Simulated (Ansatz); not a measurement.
We consider LiSiN (model structure, started from the NaSnP type, P6₃mc, No. 186, 6 atoms in the cell), described by r²SCAN in Ansatz (plane waves, PAW).

Run with plane-wave cutoff 560 eV, 12×12×4 k mesh (along the axes of the cell as run), Fermi–Dirac smearing 0.01 eV, scalar-relativistic PAW data made under PBE.

The cell is the one relaxed with PBEsol. Conventional cell: a = 2.8158 Å, b = 2.8158 Å, c = 9.2285 Å, α = 90.00°, β = 90.00°, γ = 120.00°.

```
CELL_PARAMETERS angstrom
      2.81583     0.00000     0.00000
     -1.40791     2.43858     0.00000
      0.00000     0.00000     9.22849
ATOMIC_POSITIONS crystal
  Li 0.33333 0.66667 0.26993
  Li 0.66667 0.33333 0.76993
  Si 0.00000 0.00000 0.01455
  Si 0.00000 0.00000 0.51455
  N  0.33333 0.66667 0.60633
  N  0.66667 0.33333 0.10633
```

Q: List the 14 lowest band energies at Γ above −25 eV (eV, relative to the valence band maximum), grouping those that round alike.

A: At Γ: -19.63, -19.61, -8.97, -8.33, -3.56, -2.90 (×4), -1.61, 4.17, 5.43, 7.40, 8.22.

Note: the relaxation could raise the start's symmetry but not lower it, so the cell can be a saddle point; cell and atoms aren't relaxed at this level (largest force component 0.29 eV/Å).

A model structure was made by putting elements into a prototype or built by hand; it is no filed structure, need not be a known phase, and can be a saddle point held by its symmetry.

Ansatz is a first-principles code.
